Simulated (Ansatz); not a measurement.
## Response to strain in PbS

Consider PbS in the rock salt structure (space group Fm-3m, No. 225; a = 6.009 Å).

Strains are applied to the cell and any free atomic positions relax.

Calculations: PBE in Ansatz (plane waves to 420 eV, PAW, no spin-orbit coupling).

Notes on the quantities. energy relative to the base: free energy F.

| isotropic strain (%) | energy relative to the base (meV/atom) |
|---|---|
| -3 | 40.0 |
| -2.5 | 27.3 |
| -0.5 | 1.0 |
| 0 | 0.0 |
| 0.5 | 1.0 |
| 1 | 3.9 |
| 1.5 | 8.6 |
| 2 | ? |
| 2.5 | 23.1 |

Task: Fit ΔE = Aε² + Bε³ (ε in %) to the rows shown and predict the withheld row.

Result: Least squares on the printed values gives A = 4.03 and B = -0.14 meV/atom (largest residual 0.0 meV/atom); this predicts 15.1 meV/atom, and the run gives 15.1 meV/atom, in agreement.

Stability against distortions was not tested.

Ansatz is a program for electronic structure.
